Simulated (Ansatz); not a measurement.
Consider PbI2 in the CdI2 type structure (space group P-3m1, No. 164; a = 4.559 Å, c = 6.973 Å). Axes: x lies along a and z along c of the hexagonal cell.

Computed with Kohn–Sham DFT with the PBE-D3(BJ) functional, run in Ansatz (an electronic-structure program) with PAW and 420 eV plane waves, spin-orbit coupling left out.

Strains are applied to the cell and any free atomic positions relax; under biaxial strain the out-of-plane vector relaxes too.

One change was made to it. Results:

| quantity | base | after |
|---|---|---|
| pressure (mean of the normal stresses, compression positive) | 0.00 GPa | 0.06 GPa |
| hole mass | 0.59 mₑ along k, 0.74 mₑ across (at A) | 0.56 mₑ along k, 0.73 mₑ across (at A) |
| gap character | direct at A | direct at A |
| electron mass | 1.0 mₑ along k, 0.23 mₑ across (at A) | 0.99 mₑ along k, 0.23 mₑ across (at A) |

### Question
What was done to the base?
A) biaxial strain −4.40 %, plane normal [001], relaxed out of plane
B) isotropic strain −5.83 %
C) biaxial strain −0.34 %, plane normal [001], relaxed out of plane

### Answer
C, biaxial strain −0.34 %, plane normal [001], relaxed out of plane. For comparison, the electron mass in the other runs: isotropic strain −5.83 % gives 0.56 mₑ along k, 0.20 mₑ across (at A); biaxial strain −4.40 %, plane normal [001], relaxed out of plane gives 0.73 mₑ along k, 0.22 mₑ across (at A).

Spin-orbit coupling, missing from the scalar runs, can matter with I and Pb. Effective masses come from finite differences of ±0.01 Å⁻¹. Along k means along the line from Γ to the band edge. Whether these cells are dynamically stable was not tested.
